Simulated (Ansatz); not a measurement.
Where the default PAW files enter, the runs use the earlier of Ansatz's two default sets.

Consider the following.

```
CELL_PARAMETERS angstrom
      3.80732     0.00000     0.00000
     -1.90366     3.29724     0.00000
      0.00000     0.00000    31.14240
ATOMIC_POSITIONS crystal
  Zn 0.66667 0.33333 0.20000
  Zn 0.33333 0.66667 0.70000
  Zn 0.00000 0.00000 0.80000
  Zn 0.00000 0.00000 0.30000
  Zn 0.66667 0.33333 0.90000
  Zn 0.33333 0.66667 0.40000
  Zn 0.33333 0.66667 0.10010
  Zn 0.66667 0.33333 0.60010
  Zn 0.00000 0.00000 0.00010
  Zn 0.00000 0.00000 0.50010
  S  0.66667 0.33333 0.27490
  S  0.33333 0.66667 0.77490
  S  0.00000 0.00000 0.07500
  S  0.00000 0.00000 0.57500
  S  0.66667 0.33333 0.67500
  S  0.33333 0.66667 0.17500
  S  0.00000 0.00000 0.87490
  S  0.00000 0.00000 0.37490
  S  0.33333 0.66667 0.47510
  S  0.66667 0.33333 0.97510
```

Space group of this cell: P6_3mc. The cell is taken as given.

These are r2SCAN (plane waves, PAW; Ansatz, an electronic-structure program) values and carry that method's errors.

The current runs along the normal of the first two printed vectors; no spin-orbit coupling. Scaled by the factor s: all lengths (ions clamped). Meshes 12×12×1 and 12×12 across the current in all rows.

```tsv
s	mean pressure (GPa)	band gap (eV)
0.98	5.6	?
1.00	0.1	2.72
1.02	-4.0	2.45
```

### Question
Take the slope of the band gap against ln s from the two given rows, extrapolate to s = 0.98, and say what the run there gives.

### Answer
Slope = (2.45 − 2.72) / ln 1.02 = -13.6 eV. The line gives 2.72 + (-13.6) × ln 0.98 = 3.00 eV. The run gives 3.00 eV, as the line does.
